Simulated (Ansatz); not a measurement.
Input:

End structure of a constructed model of the (110) surface of bcc Mo, a pseudomorphic layer of Rh in the host's stacking (bottom of the slab: a bare face, its two planes held):

```xyz
7
Lattice="2.7373 0.0000 0.0000 -0.9124 2.5808 0.0000 0.0000 0.0000 30.0000" Properties=species:S:1:pos:R:3 pbc="T T T"
Mo     0.9124     1.2904     8.0906
Mo     0.0000     0.0000    10.3256
Mo     0.9124     1.2904    12.5654
Mo     0.0000     0.0000    14.7989
Mo     0.9124     1.2904    17.0330
Mo     0.0000     0.0000    19.2773
Rh     0.9124     1.2904    21.2992
```

Slab: 7 atoms, 13.8 Å thick at the start with caps and adatoms (thin: gaps and levels are the slab's own); k 14x14x1, smearing 0.1 eV, dipole-corrected; 2 atoms held, the rest relaxed; start symmetry kept, larger cells not searched; no spin, no spin-orbit, no U. It is one candidate, not shown to be the stable structure of the face.

**Question.** What work function of the top face does PBE (Ansatz, an electronic-structure program) give?

**Answer.** 4.62 eV
